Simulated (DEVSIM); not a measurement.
System: abrupt GaAs p-n junction, at 300 K.

Layer 1 from the left is GaAs, thickness (μm) 1.20, Na (cm⁻³) 7e16, τn (s) 8.3e-10, τp (s) 8.3e-10. Layer 2 from the left is GaAs, thickness (μm) 110, Nd (cm⁻³) 9.1e16, τn (s) 8.3e-10, τp (s) 8.3e-10.

Left contact: ohmic. Right contact: ohmic. Voltage is applied to the left contact. Recombination: SRH at mid-gap. Mobility is constant in doping.

The device is made up for the run: typed textbook-type constants, with dimensions and the other settings drawn at random. Values at 300 K.

GaAs: gap (eV) 1.424, affinity (eV) 4.07, permittivity 12.9, Nc (cm⁻³) 4.7e17, Nv (cm⁻³) 9e18, μn (cm²/Vs) 8500, μp (cm²/Vs) 400.

Estimate by hand the built-in potential, the peak field at zero bias, the capacitance at -3 V, and compare with a numerical solution.


- Built-in potential: ni = √(Nc Nv) exp(−Eg/2kT) = 2250000 cm⁻³ with Eg = 1.424 eV; Vbi = kT/q ln(Na Nd/ni²) = 1.256 V; numerical 1.256 V.
- Peak field at zero bias: depletion approximation: W = √(2εVbi/(qN)) = 0.213 μm with N = 3.96e16 cm⁻³; field = 2Vbi/W = 118000 V/cm; numerical 116000 V/cm (estimate above by 2.1 %).
- Capacitance at -3 V: C = √(qεN / 2(Vbi + |V|)) = 29.2 nF/cm²; numerical 29.3 nF/cm² (estimate below by 0.61 %).

Model (solved in DEVSIM): 1D drift-diffusion, Boltzmann statistics, complete ionisation; no tunnelling, impact ionisation, image-force lowering or self-heating.
